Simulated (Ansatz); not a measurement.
Candidates (primitive cells; geometry: cell and atoms relaxed with PBEsol):
A. SiC (F-43m), a = b = c = 3.0808 Å, α = β = γ = 60.00°
B. BaS2 (C2/c), a = b = 5.117 Å, c = 8.972 Å, α = β = 114.47°, γ = 54.67°
C. GaAs (F-43m), a = 4.0016 Å, b = 4.0016 Å, c = 4.0016 Å, α = 60.00°, β = 60.00°, γ = 60.00°
D. GaP (F-43m), a = 3.8459 Å, b = 3.8459 Å, c = 3.8459 Å, α = 60.00°, β = 60.00°, γ = 60.00°
E. ZnS (F-43m), a = b = c = 3.788 Å, α = β = γ = 60.00°

### Question
Put the candidates in order of Seebeck coefficient, n-type 1e19 cm⁻³, lowest first, for r2SCAN, rigid bands run with Ansatz (a quantum-chemistry and plane-wave program).

### Answer
B (-431 μV/K), D (-328 μV/K), A (-248 μV/K), E (-117 μV/K), C (-46 μV/K)

Seebeck coefficients are for the stated density at 300 K, with one relaxation time for all states and whether or not that doping can be reached. Spin-orbit coupling is left out.

Formula and space group known from diffraction (Crystallography Open Database), not checked to be the room-temperature form: BaS2 (C2/c).
